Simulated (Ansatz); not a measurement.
## Ca3Pb: Pb → Ge

The parent structure is Ca₃Pb in the Cu3Au type structure (space group Pm-3m, No. 221; a = 4.992 Å; a cell from a computed database, its experimental status unchecked).

Perturbation: every Pb is replaced by Ge; the structure is relaxed again.

All numbers come from DFT with PBEsol, PAW potentials and a 420 eV plane-wave cutoff in Ansatz (a first-principles code), without spin-orbit coupling. k-mesh 10×10×10 (Γ-centred); smearing 0.05 eV (Fermi–Dirac), for the changed cell.

| quantity | base | changed | shift |
|---|---|---|---|
| volume per atom | 31.11 Å³ | 27.58 Å³ | -3.53 Å³ |
| density | 4.37 g/cm³ | 2.90 g/cm³ | -1.47 g/cm³ |
| lattice parameter a | 9.434 bohr | 9.063 bohr | -0.371 bohr |
| space group | Pm-3m (No. 221) | Pm-3m (No. 221) | – |
| shortest interatomic distance | 6.671 bohr | 6.408 bohr | -0.263 bohr |
| band gap | zero | zero | – |

Final structure:

```
Ca3Ge
1.0
    4.79582     0.00000     0.00000
    0.00000     4.79582     0.00000
    0.00000     0.00000     4.79582
Ca Ge
3 1
Direct
  0.00000   0.50000   0.50000
  0.50000   0.00000   0.50000
  0.50000   0.50000   0.00000
  0.00000   0.00000   0.00000
```

Cost of the whole job for the changed cell (relaxation, final SCF and bands): roughly 80 core-seconds.

With Pb present, leaving out spin-orbit coupling can change the band edges. Stability against distortions was not tested. As relaxed here, Ca3Ge is a hypothetical phase, not in the database extracts checked. All final runs are without spin polarisation.
